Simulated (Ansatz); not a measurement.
The starting structures come from a database of crystals and need not be the phases stable at ambient conditions.

Crystal: Ga2HgTe4 (I-4, not sure to be the ambient phase, 7 atoms a cell, 32.8 Å³ an atom); planes in its conventional cell.

Calculation: r2SCAN (plane waves, PAW; Ansatz, an electronic-structure program).

The gap is the functional's own, uncorrected, and κ follows it; spin-orbit coupling is left out. Mid-gap values are interpolated between the computed energies.

```tsv
plane	area of the cell (Å²)	mid-gap κ (1/Å)	largest κ in the gap (1/Å)
(001)	38.5	0.12	0.12
(101)	41.7	___	___
(110)	52.3	___	___
```

Question: The slowest decay depends on the direction. Supply the withheld values.

Answer: 
- (101), mid-gap κ (1/Å): 0.09
- (101), largest κ in the gap (1/Å): 0.09
- (110), mid-gap κ (1/Å): 0.08
- (110), largest κ in the gap (1/Å): 0.08
